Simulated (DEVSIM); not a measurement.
Structure: abrupt Si n-p junction, at 300 K.

Layer 1 from the left is Si, thickness (μm) 6.10, Nd (cm⁻³) 9.9e15, τn (s) 0.00024, τp (s) 0.00024. Layer 2 from the left is Si, thickness (μm) 0.640, Na (cm⁻³) 2.7e16, τn (s) 0.00024, τp (s) 0.00024.

Left contact: ohmic. Right contact: ohmic. Voltage is applied to the left contact. Recombination: SRH at mid-gap. Mobility is constant in doping.

Constants are typed, rounded textbook-type inputs, not results; the design itself was drawn at random and stands for no fabricated device. Values at 300 K.

Si: gap (eV) 1.124, affinity (eV) 4.05, permittivity 11.7, Nc (cm⁻³) 2.86e19, Nv (cm⁻³) 3.1e19, μn (cm²/Vs) 1417, μp (cm²/Vs) 470.

Model (solved in DEVSIM): 1D drift-diffusion, Boltzmann statistics, complete ionisation; no tunnelling, impact ionisation, image-force lowering or self-heating.

Dark forward current:

| |V| (V) | |J| (A/cm²) |
|---|---|
| 0.05 | 2.967e-9 |
| 0.10 | 2.327e-8 |
| 0.15 | 1.626e-7 |
| 0.20 | 1.120e-6 |
| 0.25 | 7.693e-6 |
| 0.30 | 5.282e-5 |
| 0.35 | 0.0003626 |
| 0.40 | 0.002487 |
| 0.45 | 0.01705 |
| 0.50 | 0.1167 |
| 0.55 | 0.7927 |
| 0.60 | 5.190 |
| 0.65 | 28.62 |
| 0.70 | 105.7 |
| 0.75 | 263.3 |
| 0.80 | 511.9 |
| 0.85 | 857.2 |
| 0.90 | 1302 |
| 0.95 | 1848 |
| 1.00 | 2495 |

Work out the local ideality factor n = ΔV / (kT/q · ln(J2/J1)) between the rows 0.15 and 0.20 V, 0.95 and 1.00 V.

kT/q = 25.85 mV. From 0.15 to 0.20 V: ln(1.120e-6/1.626e-7) = 1.930, n = 1.00, near the 1 of diffusion or emission over a barrier. From 0.95 to 1.00 V: ln(2495/1848) = 0.300, n = 6.44.

Estimate the current at 0.35 V from the Shockley equation with J0 = Σ q ni² D/(N L) coth(W/L), τ joining the SRH, radiative and Auger lifetimes that are on, and W taken as the whole layer.

ni² = 1.16e20 cm⁻⁶; holes in the n layer: μ = 470 cm²/Vs, D = 12.1 cm²/s, τ = 0.000240 s, L = 540 μm, W/L = 0.011, term 3.73e-11 A/cm²; electrons in the p layer: μ = 1420 cm²/Vs, D = 36.6 cm²/s, τ = 0.000240 s, L = 938 μm, W/L = 0.00068, term 3.93e-10 A/cm². J0 = 4.31e-10 A/cm², and J = J0 exp(qV/kT) = 0.000327 A/cm². The simulation gives 0.000363 A/cm²; the estimate lies 9.8 % below. The estimate leaves out recombination in the depletion region and that region's share of W.
